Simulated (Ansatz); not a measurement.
# ZnSiP2 in the chalcopyrite structure (space group I-42d, No. 122)

```yaml
crystal:
  lattice:
    - [-2.70935, 2.70935, 5.26972]
    - [2.70935, -2.70935, 5.26972]
    - [2.70935, 2.70935, -5.26972]
  atoms:
    - { symbol: Zn, position: [0.75000, 0.25000, 0.50000] }
    - { symbol: Zn, position: [0.00000, 0.00000, 0.00000] }
    - { symbol: Si, position: [0.25000, 0.75000, 0.50000] }
    - { symbol: Si, position: [0.50000, 0.50000, 0.00000] }
    - { symbol: P, position: [0.14230, 0.12500, 0.51730] }
    - { symbol: P, position: [0.60770, 0.62500, 0.48270] }
    - { symbol: P, position: [0.37500, 0.85770, 0.98270] }
    - { symbol: P, position: [0.87500, 0.39230, 0.01730] }
```

Method: Kohn–Sham DFT with the PBE functional, run in Ansatz (a first-principles code) with PAW and 420 eV plane waves, no SOC. Settings: 9×9×9 k-points, 0.05 eV Fermi–Dirac smearing.

```json
{
 "volume_per_atom": "19.34 Å³",
 "density": "3.34 g/cm³",
 "band_gap": "1.36 eV, direct at Γ",
 "electron_mass": "1.5 mₑ along c, 0.26 mₑ across",
 "hole_mass": "0.16 mₑ along c, 0.40 mₑ across",
 "total_energy": "-1366.884 eV/atom (σ→0; compares only within this code and set-up)"
}
```

Masses are band curvatures over ±0.01 Å⁻¹ around the edge. Whether these cells are dynamically stable was not tested.
